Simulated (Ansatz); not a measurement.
## NbHO₃ (model structure, Pmm2, No. 25, 5 atoms in the cell)

Computed with LDA (Ansatz, a quantum-chemistry and plane-wave program, plane waves, PAW).

Run with plane-wave cutoff 520 eV, 10×10×10 k mesh, Fermi–Dirac smearing 0.01 eV, no spin polarisation, scalar-relativistic PAW data made under PBE.

Cell (relaxed at this level):

```
CELL_PARAMETERS angstrom
      4.02924     0.00000     0.00000
      0.00000     3.80308     0.00000
      0.00000     0.00000     3.99058
ATOMIC_POSITIONS crystal
  Nb 0.50000 0.50000 0.56328
  O  0.00000 0.50000 0.45575
  O  0.50000 0.00000 0.50414
  O  0.50000 0.50000 0.01172
  H  0.00000 0.50000 0.20856
```

```
Item                                           Value
-------------------------------------------  -------
band gap                                     1.56 eV
smallest direct gap on the k points sampled  2.51 eV
Γ–Γ gap                                      2.72 eV
```

Note: the relaxation could raise the start's symmetry but not lower it, so the cell can be a saddle point.

Spin–orbit coupling is not included.

Static lattice: no zero-point or thermal effects.

A model structure was made by putting elements into a prototype or built by hand; it is no filed structure, need not be a known phase, and can be a saddle point held by its symmetry.
